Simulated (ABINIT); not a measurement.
Worked example: self-consistent single point of Li (R-3m, 3 atoms in the cell) in ABINIT.

Computed with LDA (PW92), norm-conserving pseudopotentials (PseudoDojo nc-sr-04 LDA standard) (plane waves; ABINIT).

The change in words: lattice scaled by 0.98. Reference geometry:
```
CELL_PARAMETERS angstrom
      1.50901     0.87123     7.30958
     -1.50901     0.87123     7.30958
      0.00000    -1.74246     7.30958
ATOMIC_POSITIONS crystal
  Li 0.77703 0.77703 0.77703
  Li 0.22297 0.22297 0.22297
  Li 0.00000 0.00000 0.00000
```

Reference input (self-consistent single point, DFT, LDA (PW92), plane waves, norm-conserving pseudopotentials (PseudoDojo nc-sr-04 LDA standard)): pseudos = [Li.upf]; ecut = 37 Ha; occopt = 7; tsmear = 0.2 eV; ngkpt = 10 10 10; nshiftk = 1; shiftk = 0 0 0; potentials = PseudoDojo nc-sr-04 LDA standard; nband = 10; kptopt = 1; nstep = 100; toldfe = 1e-09 Ha. This run's input differs from it in these lines:

```diff
@@ -3,7 +3,7 @@
 pseudos "Li.upf"
-acell 14.2001528539 14.2001528539 14.2001528539
+acell 13.9161492066 13.9161492066 13.9161492066
 rprim
-         0.2008158401    0.1159410414    0.9727438888
-        -0.2008158401    0.1159410414    0.9727438888
-         0.0000000000   -0.2318821967    0.9727438753
+         0.2008158481    0.1159410065    0.9727438914
+        -0.2008158481    0.1159410065    0.9727438914
+         0.0000000000   -0.2318822454    0.9727438637
 natom 3
```

The program printed (abridged):

```
--- !BeginCycle
solver: {iscf: 7, nstep: 100, nline: 4, wfoptalg: 0, }
tolerances: {toldfe: 1.00E-09, }
...

     iter   Etot(hartree)      deltaE(h)  residm     vres2
 ETOT  1  -21.336513743247    -2.134E+01 6.903E-02 2.748E+01
 ETOT  2  -21.348502240395    -1.199E-02 3.585E-03 4.965E-01
 ETOT  3  -21.348505696031    -3.456E-06 8.457E-04 1.546E-02
 ETOT  4  -21.348505783271    -8.724E-08 2.308E-04 2.448E-04
 ETOT  5  -21.348505784744    -1.474E-09 2.441E-04 6.628E-06
 ETOT  6  -21.348505784809    -6.490E-11 5.451E-05 1.400E-07
 ETOT  7  -21.348505784810    -1.233E-12 1.314E-04 2.796E-09
 At SCF step    7, etot is converged :
  for the second time, diff in etot=  1.233E-12 < toldfe=  1.000E-09

 Cartesian components of stress tensor (hartree/bohr^3)
  sigma(1 1)= -2.77759262E-05  sigma(3 2)= -4.25488854E-13
  sigma(2 2)= -2.77759263E-05  sigma(3 1)=  0.00000000E+00
  sigma(3 3)= -2.24386581E-05  sigma(2 1)=  0.00000000E+00

 ----iterations are completed or convergence reached----

 reduced coordinates (array xred) for    3 atoms
       0.777030000000      0.777030000000      0.777030000000
       0.222970000000      0.222970000000      0.222970000000
       0.000000000000      0.000000000000      0.000000000000
 cartesian forces (eV/Angstrom) at end:
    1     -0.00000000000000    -0.00000000291107     0.03655376573991
    2     -0.00000000000000     0.00000000291107    -0.03655376573991
   [... lines left out ...]
 Fermi (or HOMO) energy (hartree) =   0.02110   Average Vxc (hartree)=  -0.27147
 Fermi (or HOMO) energy (eV) =   0.57411   Average Vxc (eV)=  -7.38705
   [... lines left out ...]
total_energy        : -2.13485057848104E+01
total_energy_eV     : -5.80922385747907E+02
band_energy         : -9.96789045528666E+00
...

-Cartesian components of stress tensor (GPa)         [Pressure=  7.6485E-01 GPa]
- sigma(1 1)= -8.17195826E-01  sigma(3 2)= -1.25183122E-08
- sigma(2 2)= -8.17195828E-01  sigma(3 1)=  0.00000000E+00
- sigma(3 3)= -6.60168002E-01  sigma(2 1)=  0.00000000E+00

 Calculation completed.
```

The run converged in 7 iterations. Against the reference run the free energy rises by 2.0 meV/atom, the pressure goes from -0.20 to 0.76 GPa and the largest force goes from 0.032 to 0.037 eV/Å.

The starting cell comes from a database of computed structures (which also holds hypothetical and non-ambient phases and stackings), without a prior relaxation at this level. Its lattice was rescaled by a random factor within 2.5 % of one. For this run, on top of that: lattice scaled by 0.98.

Cost on one core of a shared machine: roughly 5 min.
